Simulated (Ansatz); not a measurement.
The parent structure is Sb in the fcc (Cu type) structure (space group Fm-3m, No. 225; a = 4.714 Å; relaxed with 0.1 eV smearing). Axes: x, y, z lie along the cube axes.

All numbers come from Ansatz (a first-principles code), PBEsol, PAW, cutoff 420 eV, no spin-orbit coupling.

Modification: tensor shear ε_yz = −3.48 % (engineering shear γ = -0.0696), atoms relaxed at fixed cell.

Predict the stress tensor and what it implies for the stiffness.

Stress of the strained cell less that of the base (GPa, compression positive):
```
   -0.5     0.0     0.0
    0.0     0.7     0.2
    0.0     0.2     0.7
```

Then −Δσ/γ with γ = 2ε = -0.0696 gives secant stiffness values (nonlinear terms included at this strain): C44 ≈ 3.1 GPa.

Whether these cells are dynamically stable was not tested. This is not the structure that Sb has at room temperature and ambient pressure.
